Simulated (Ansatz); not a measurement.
The reference is Au in the fcc (Cu type) structure (space group Fm-3m, No. 225; relaxed with 0.1 eV smearing).

```
Au
1.0
    0.00000     2.04148     2.04148
    2.04148     0.00000     2.04148
    2.04148     2.04148     0.00000
Au
1
Cartesian
  0.00000   0.00000   0.00000
```

Cartesian axes are those of the cell as printed.

Level of theory: PBEsol/PAW in Ansatz (an electronic-structure program), without spin-orbit coupling.

It is then changed as follows: the cell is scaled by 1.0200 in all directions; the atoms relax in the strained cell.

### Question
Predict the stress tensor and what it implies for the stiffness.

### Answer
Stress of the strained cell less that of the base (GPa, compression positive):
```
   -8.7     0.0     0.0
    0.0    -8.7     0.0
    0.0     0.0    -8.7
```

Then B = −ΔP/(ΔV/V₀) with ΔV/V₀ = 0.0612 gives secant stiffness values (nonlinear terms included at this strain): B ≈ 143 GPa.

As a check, the harmonic strain energy −½ V₀ Δσ:ε is 28 meV/atom; the computed energy rise is 30 meV/atom.

Stability against distortions was not tested.
